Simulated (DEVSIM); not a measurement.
Model (solved in DEVSIM): 1D drift-diffusion, Boltzmann statistics, complete ionisation; no tunnelling, impact ionisation, image-force lowering or self-heating. Band offsets follow the typed affinities; no thermionic-emission limit at abrupt steps, no polarisation charge.

Device: isotype n-n heterojunction Si/Ge, at 250 K.

| layer (left to right) | material | thickness (μm) | Nd (cm⁻³) | τn (s) | τp (s) |
|---|---|---|---|---|---|
| 1 | Si | 0.260 | 5.4e16 | 2.3e-6 | 2.3e-6 |
| 2 | Ge | 0.580 | 7e17 | 2.3e-6 | 2.3e-6 |

Left contact: ohmic. Right contact: ohmic. Voltage is applied to the left contact. Recombination: SRH at mid-gap, Auger. Mobility is constant in doping. Where it depends on doping, it is μmin + (μ − μmin)/(1 + (N/Nref)^α).

The device is made up for the run: typed textbook-type constants, with dimensions and the other settings drawn at random. Values at 300 K; Nc and Nv go as T^1.5, mobilities as T to minus their exponent, the gap by Varshni's rule with the affinity fixed. The table also holds parameters that only a changed run uses.

```
parameter               Si        Ge
----------------  --------  --------
gap (eV)             1.124     0.664
affinity (eV)         4.05         4
permittivity          11.7        16
Nc (cm⁻³)          2.86e19   1.04e19
Nv (cm⁻³)           3.1e19      6e18
μn (cm²/Vs)           1417      3900
μp (cm²/Vs)            470      1900
μn,min                  52       150
μp,min                  45       100
Nref,n              9.7e16    2.6e17
Nref,p              2.2e17      4e17
αn                    0.68      0.56
αp                    0.72       0.6
T exponent of μn       2.3      1.66
T exponent of μp       2.2      2.33
Cn (cm⁶/s)         2.8e-31     1e-31
Cp (cm⁶/s)         9.9e-32     1e-31
Varshni α (eV/K)  0.000473  0.000477
Varshni β (K)          636       235
```

One input was changed, with this effect: potential step across the device at zero bias 0.127 → 0.153 V.

### Question
Which change was it?
A. thickness of layer 2 0.58 → 0.2 μm
B. minority lifetime in layer 1 2.3e-06 → 2.3e-05 s
C. doping-dependent mobility in place of the constant one
D. Auger recombination switched off
E. doping Nd of layer 1 5.4e+16 → 1.6e+16 cm^-3

### Answer
E, doping Nd of layer 1 5.4e+16 → 1.6e+16 cm^-3
